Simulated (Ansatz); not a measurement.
Band structure of ScGaCu (P-1, 6 atoms in the cell).

```xyz
6
Lattice="4.1501 0.0000 0.0000 2.0745 4.8563 0.0000 2.0686 -0.5607 4.9005" Properties=species:S:1:pos:R:3 pbc="T T T"
Sc     6.2170     3.3865     3.4678
Sc     2.0762     0.9091     1.4327
Ga     2.0722     3.7375     0.5847
Ga     6.2209     0.5580     4.3158
Cu     4.1474     2.8530     1.4344
Cu     4.1457     1.4426     3.4661
```

Level of theory: PBEsol, PAW files made with PBE (plane waves; Ansatz, an electronic-structure program).

Settings: kpoints.mp_grid.grid = 5 3 3; hamiltonian.xc = pbesol; hamiltonian.pseudopotentials = {kind: paw} (the program's default PAW files); scf.occupations.method = fermi_dirac; scf.occupations.width = 0.136 eV; kpoints.band_path.path = [[0.0, -0.5, 0.0], [0.0, 0.0, 0.0], [0.0, 0.0, 0.5]]; kpoints.band_path.npoints = 8.

The starting cell comes from a database of computed structures (which also holds hypothetical and non-ambient phases and stackings), without a prior relaxation at this level. Spin polarisation is off.

Levels in eV from the Fermi level, bands 40 to 47:
```csv
point,40,41,42,43,44,45,46,47
X,-1.28,-0.67,-0.55,0.07,0.49,0.84,1.32,1.65
Γ,-1.34,-1.03,-0.97,-0.56,-0.18,0.40,1.66,2.32
Y,-1.88,-0.78,-0.62,0.08,0.40,0.60,1.19,1.34
```

Bands cross the Fermi level along this path, so the cell is metallic at this level.

Keys are those of Ansatz 0.2.
